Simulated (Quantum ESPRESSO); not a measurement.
## Refining one setting for Ti (P6_3/mmc, 4 atoms in the cell)

Ti is modelled in the hexagonal space group P6₃/mmc (No. 194), Pearson symbol hP4. Lattice parameters: a = b = 2.9373 Å, c = 9.4507 Å, α = β = 90.00°, γ = 120.00°. Ti1 on 2a is surrounded by 12 Ti at 2.908–2.937 Å (cuboctahedral). Ti2 on 2c is coordinated by 12 Ti at 2.908–2.937 Å (anticuboctahedral). (Neighbours: up to the widest gap in distance over summed covalent radii, below 1.35, at either atom.)

Level of theory: PBE, PseudoDojo standard norm-conserving (PBE) pseudopotentials (plane waves; Quantum ESPRESSO 7.5).

The starting cell was generated: these elements placed on a structure prototype, without a prior relaxation; it need not be a known phase or ordering of this composition. Spin polarisation is off.

Held fixed: ecutwfc = 85 Ry; occupations = smearing; smearing = marzari-vanderbilt; degauss = 0.0036749 Ry; potentials = {Ti: Ti.upf}; conv_thr = 1e-11 Ry; mixing_beta = 0.4.

ΔF is the free energy per atom less that of the last row (automatic 14 14 4 0 0 0).

```tsv
K_POINTS	ΔF (meV/atom)	pressure (GPa)	k-points	iterations	ending
automatic 1 1 1 0 0 0	–	–	1	100	not converged
automatic 2 2 1 0 0 0	-405.7	-11.61	2	26	converged
automatic 3 3 1 0 0 0	-57.5	-2.53	3	24	converged
automatic 4 4 1 0 0 0	41.5	-1.56	4	22	converged
automatic 5 5 2 0 0 0	0.37	-1.16	10	21	converged
automatic 6 6 2 0 0 0	-4.6	-1.34	14	21	converged
automatic 7 7 2 0 0 0	-8.1	-1.24	16	17	converged
automatic 9 9 3 0 0 0	1.60	-0.96	24	23	converged
automatic 10 10 3 0 0 0	1.72	-0.98	28	21	converged
automatic 12 12 4 0 0 0	-0.53	-1.04	57	19	converged
automatic 14 14 4 0 0 0	0.00	-0.99	72	20	converged
```

Pressure within 0.1 GPa of the last row: from K_POINTS = automatic 9 9 3 0 0 0 on; the one before it is off by 0.25 GPa. The value it settles on is -0.99 GPa at this level of theory and with the other settings as held.

Energy within 10 meV/atom of the last row: from K_POINTS = automatic 5 5 2 0 0 0 on; the one before it is off by 42 meV/atom.
